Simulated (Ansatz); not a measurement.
```yaml
crystal:
  lattice:
    - [13.00000, 0.00000, 0.00000]
    - [0.00000, 11.00000, 0.00000]
    - [0.00000, 0.00000, 3.51061]
  atoms:
    - { symbol: Na, position: [0.38028, 0.50000, 0.00000] }
    - { symbol: Na, position: [0.61972, 0.50000, 0.50000] }
```

The numbers are results of PBE (plane waves to 420 eV, PAW; Ansatz, a program for electronic structure), not measurements. Mesh 1×1×54. No spin polarisation, so a magnetic state wasn't tested. One-dimensional cell, images about 11 Å apart. A model structure. It keeps the symmetry and period of its start, so it need not be a minimum against all distortions. Pairing along the axis, which can open a gap, is among the distortions not tried.

Problem. Say what this body is, and give its properties.

Solution. Free zigzag chain of Na atoms. A hypothetical model.
| Item | Value |
|---|---|
| PBE gap | none (under 0.01 eV) |
| crossings of the Fermi level between Γ and the zone edge (49 points) | 2, each for both spins (ideal conductance 2 × 2e²/h) |
